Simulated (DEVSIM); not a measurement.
Device: Al/AlN/p-Ge capacitor, at 450 K.

| layer (left to right) | material | thickness (nm) | Na (cm⁻³) |
|---|---|---|---|
| 1 | AlN | 22.0 | - |
| 2 | Ge | 4300 | 1.9e16 |

Metal gate on the left, work function 4.1 eV. Fixed charge at the semiconductor interface 5.4e11 cm⁻² (in units of +e); no interface traps.

The device is made up for the run: typed textbook-type constants, with dimensions and the other settings drawn at random. Values at 300 K; Nc and Nv go as T^1.5, mobilities as T to minus their exponent, the gap by Varshni's rule with the affinity fixed.

```csv
parameter,AlN,Ge
gap (eV),6.1,0.664
affinity (eV),1.9,4
permittivity,8.5,16
Nc (cm⁻³),-,1.04e19
Nv (cm⁻³),-,6e18
Varshni α (eV/K),-,0.000477
Varshni β (K),-,235
```

Model (solved in DEVSIM): 1D Poisson equation in equilibrium, Boltzmann statistics, complete ionisation; no quantum confinement or tunnelling. Metal contacts follow the ideal Schottky-Mott rule: no Fermi-level pinning, no interface dipoles.

Q: Tabulate band edges, carrier densities and field at -0.3 V on the gate.

A: Energies count from the Fermi level of the right contact; mesh points crowd at the junctions.

| x (μm) | Ec (eV) | Ev (eV) | n (cm⁻³) | p (cm⁻³) | field (V/cm) |
|---|---|---|---|---|---|
| 0.000 | 2.500 | -3.600 | < 1e2 | < 1e2 | -69000 |
| 0.001558 | 2.489 | -3.611 | < 1e2 | < 1e2 | -69000 |
| 0.004978 | 2.465 | -3.635 | < 1e2 | < 1e2 | -69000 |
| 0.01207 | 2.416 | -3.684 | < 1e2 | < 1e2 | -69000 |
| 0.01929 | 2.366 | -3.734 | < 1e2 | < 1e2 | -69000 |
| 0.02147 | 2.351 | -3.749 | < 1e2 | < 1e2 | -69000 |
| 0.02270 | 0.249 | -0.354 | 3.1e16 | 1.2e15 | 24000 |
| 0.02695 | 0.258 | -0.345 | 2.4e16 | 1.5e15 | 22000 |
| 0.03557 | 0.275 | -0.328 | 1.6e16 | 2.3e15 | 18000 |
| 0.05521 | 0.305 | -0.299 | 7.4e15 | 5.0e15 | 12000 |
| 0.1038 | 0.342 | -0.261 | 2.8e15 | 1.3e16 | 4300 |
| 0.2924 | 0.360 | -0.243 | 1.8e15 | 2.1e16 | 39 |
| 0.6761 | 0.360 | -0.243 | 1.8e15 | 2.1e16 | ≈ 0 |
| 1.602 | 0.360 | -0.243 | 1.8e15 | 2.1e16 | ≈ 0 |
| 3.369 | 0.360 | -0.243 | 1.8e15 | 2.1e16 | ≈ 0 |
| 3.928 | 0.360 | -0.243 | 1.8e15 | 2.1e16 | ≈ 0 |
| 4.159 | 0.360 | -0.243 | 1.8e15 | 2.1e16 | ≈ 0 |
| 4.255 | 0.360 | -0.243 | 1.8e15 | 2.1e16 | ≈ 0 |
| 4.302 | 0.360 | -0.243 | 1.8e15 | 2.1e16 | ≈ 0 |
| 4.315 | 0.360 | -0.243 | 1.8e15 | 2.1e16 | ≈ 0 |
| 4.319 | 0.360 | -0.243 | 1.8e15 | 2.1e16 | ≈ 0 |
| 4.322 | 0.360 | -0.243 | 1.8e15 | 2.1e16 | ≈ 0 |
